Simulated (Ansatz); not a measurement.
The starting structures come from a database of crystals and need not be the phases stable at ambient conditions.

 Where the default PAW files enter, the runs use the earlier of Ansatz's two default sets.

Consider the following.

```yaml
crystal:
  lattice:
    - [5.48638, 0.00000, 0.00000]
    - [0.00000, 6.33675, 0.00000]
    - [2.74319, 0.00000, 4.16404]
  atoms:
    - { symbol: Mg, position: [0.00000, 0.00000, 0.00000] }
    - { symbol: Mg, position: [0.00000, 0.50000, 0.00000] }
    - { symbol: Cr, position: [0.35858, 0.75000, 0.28284] }
    - { symbol: Cr, position: [0.64142, 0.25000, 0.71716] }
    - { symbol: O, position: [0.22090, 0.75000, 0.05330] }
    - { symbol: O, position: [0.77910, 0.25000, 0.94670] }
    - { symbol: O, position: [0.27420, 0.25000, 0.94670] }
    - { symbol: O, position: [0.72580, 0.75000, 0.05330] }
    - { symbol: O, position: [0.24643, 0.95795, 0.50714] }
    - { symbol: O, position: [0.75357, 0.04205, 0.49286] }
    - { symbol: O, position: [0.75357, 0.45795, 0.49286] }
    - { symbol: O, position: [0.24643, 0.54205, 0.50714] }
```

Space group of this cell: Cmcm. The cell is taken as given; by r2SCAN its mean pressure is -1.6 GPa.

Transport runs along the normal of the first two printed cell vectors.

The gap is the functional's own. No spin-orbit coupling. Mid-gap values are interpolated on the energy grid.

Question: Give the band gap and the smallest decay constant κ at mid-gap that r2SCAN (Ansatz, a program for electronic structure) yields.

Answer: Gap 2.63 eV on a 8×6×8 mesh; κ = 0.557 1/Å, at (0.500, 0.000) of the in-plane reciprocal vectors. At the zone centre, at the nearest computed energy, the slowest state has κ = 0.56 1/Å.
